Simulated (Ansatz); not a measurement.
Start from CdCu2GeSe4 (space group I-42m, No. 121; a = 5.730 Å, c = 11.024 Å).

Computed with PBEsol (Ansatz, a first-principles code; PAW; 420 eV plane waves; no spin-orbit coupling).

Before the change:

```
Quantity              Result
-------------------  -------
Band gap                zero
Lattice parameter a  5.730 Å
```

Modification: a hydrostatic pressure of 2.1 GPa.

Problem. Predict the new band gap and lattice parameter a.

Solution. The band gap remains zero; the lattice parameter a decreases by 0.052 Å (5.730 Å → 5.678 Å).

Load acts through the strain it causes; cell and atoms are relaxed under it. Stability against distortions was not tested. All final runs are without spin polarisation. Gaps under 0.05 eV, about the width of the smearing, are given as zero. A zero or small gap of CdCu2GeSe4 can be the functional's error rather than a property of the material.
